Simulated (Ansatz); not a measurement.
```
CELL_PARAMETERS angstrom
      4.07012     0.00000     0.00000
      2.03506     3.52483     0.00000
      0.00000     0.00000    16.51044
ATOMIC_POSITIONS crystal
  Sb 0.66667 0.66667 0.45088
  Sb 0.00000 0.00000 0.54912
```

A single point on Sb with a change (1 layer), its geometry relaxed with r2SCAN+rVV10.

All numbers come from Ansatz (a program for electronic structure), HSE06, PAW, cutoff 420 eV, spin-orbit coupling included. k-mesh 6×6×1 (Γ-centred); smearing 0.01 eV (Fermi–Dirac). The cell is a slab with vacuum along z.

Problem. Predict the band gap and valence-band top at Γ.

Solution. The band gap comes out as 1.45 eV and the valence-band top at Γ (three highest Kramers pairs, from the VBM) comes out as 0.00, -0.41, -1.24 eV.

Single points use the geometry relaxed with r2SCAN+rVV10. The hybrid gap comes from the SCF mesh plus the semilocal run's edge points and a few special points and is an upper bound. Whether these cells are dynamically stable was not tested. The cell was made from Sb in the A7 type structure (space group R-3m, No. 166; layered) by this change: a free-standing slab of 1 layer (2 atoms, 2 a layer) is cut normal to the stacking axis, with 15 Å of vacuum and the in-plane cell relaxed.
